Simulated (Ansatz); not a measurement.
Response to strain in InPd

The parent structure is InPd in the CsCl type structure (space group Pm-3m, No. 221; a = 3.248 Å; relaxed with 0.1 eV smearing). Axes: x, y, z lie along the cube axes.

Strains are applied to the cell and any free atomic positions relax; under biaxial strain the out-of-plane vector relaxes too.

Level of theory: PBEsol (Ansatz, a program for electronic structure; PAW; 420 eV plane waves; without spin-orbit coupling).

Notes on the quantities. pressure: mean of the normal stresses, compression positive; energy relative to the base: free energy F.

```tsv
change	space group	pressure	energy relative to the base	volume per atom
base	Pm-3m (No. 221)	0.0 GPa	0 meV/atom	17.13 Å³
biaxial strain +4.15 %, plane normal [001], relaxed out of plane	P4/mmm (No. 123)	-2.7 GPa	?	17.53 Å³
isotropic strain +2.12 %	Pm-3m (No. 221)	?	+27 meV/atom	18.25 Å³
uniaxial strain ε_zz = −4.76 %	P4/mmm (No. 123)	7.6 GPa	+21 meV/atom	16.32 Å³
tensor shear ε_xy = −1.33 %	Cmmm (No. 65)	0.1 GPa	+2.2 meV/atom	17.13 Å³
tensor shear ε_xz = +1.11 %	Cmmm (No. 65)	0.1 GPa	+1.5 meV/atom	17.13 Å³
```

### Question
What belongs in the blanks?

### Answer

- biaxial strain +4.15 %, plane normal [001], relaxed out of plane, energy relative to the base: +16 meV/atom
- isotropic strain +2.12 %, pressure: -7.1 GPa

Whether these cells are dynamically stable was not tested. The final runs are not spin-polarised.
